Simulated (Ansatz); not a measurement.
Consider a 16-atom supercell of KCl in the rock salt structure (space group Fm-3m, No. 225; a = 6.3812 Å) at its relaxed geometry.

The values are results of plane-wave PAW DFT at the PBE level (Ansatz, a first-principles code, 420 eV), no spin-orbit coupling, not measurements.

For the base:

- Pressure: 0.0 GPa

The change: one K atom is added in an open site, starting 2.26 Å from the nearest host atom, atoms relaxed at fixed cell, starting from a slightly rattled geometry.

Problem. How does this affect the largest displacement of a host atom from its site in the perfect cell?

Solution. The largest displacement of a host atom from its site in the perfect cell amounts to 0.39 Å.

Problem. Estimate the effect on the final site of the added atom.

Solution. The final site of the added atom comes out as 4 Cl at 2.86 Å (tetrahedral).

Problem. Estimate the effect on the pressure.

Solution. The pressure goes from zero to 2.6 GPa.

The magnetic state is the one reached from the starting moments; the real material's order can differ, and small cells can't hold many antiferromagnetic ones. In so small a cell the defect repeats every few ångströms: this is an ordered compound, not a dilute defect. A case with no gap was solved on a k-mesh chosen for an insulator, which is coarse for it. Starting moments died away, wholly or in part, for K interstitial (started 2.26 Å from the nearest host atom); another magnetic solution may exist. The defect cell is spin-polarised and ends with 0.2 μB, a fractional moment that hangs on the mesh and smearing.
